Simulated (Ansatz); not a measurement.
What holes 1.0×10^21 cm⁻³ does to BN

Start from BN in the wurtzite structure (space group P6_3mc, No. 186; a = 2.554 Å, c = 4.224 Å).

Perturbation: hole doping at 1.0×10^21 cm⁻³ (0.0239 per cell), with a uniform compensating background at fixed cell and a 300 K Fermi–Dirac width.

Computed with PBE/PAW in Ansatz (a program for electronic structure), no SOC, earlier PAW set. k-mesh 26×26×14 (Γ-centred); smearing 0.0259 eV (Fermi–Dirac).

```json
[
 {"quantity": "gap between the host's bands", "base": "5.22 eV", "changed": "5.21 eV", "shift": "-0.01 eV"},
 {"quantity": "gap character", "base": "indirect, Γ → K", "changed": "indirect, Γ → K", "shift": "–"},
 {"quantity": "Fermi level relative to the doped band's edge (positive inside the band; to 0.05 eV)", "base": "–", "changed": "+0.25 eV", "shift": "–"}
]
```

Final structure:

```yaml
crystal:
  lattice:
    - [2.55408, 0.00000, 0.00000]
    - [-1.27704, 2.21190, 0.00000]
    - [0.00000, 0.00000, 4.22393]
  atoms:
    - { symbol: B, position: [0.66667, 0.33333, 0.99961] }
    - { symbol: B, position: [0.33333, 0.66667, 0.49961] }
    - { symbol: N, position: [0.66667, 0.33333, 0.62559] }
    - { symbol: N, position: [0.33333, 0.66667, 0.12559] }
```
Cell charge +0.023863.

Carriers are added with a uniform compensating background; total energy and stress of such cells depend on the potential's zero and are not compared; many-body gap narrowing is missing at this level. Whether these cells are dynamically stable was not tested.
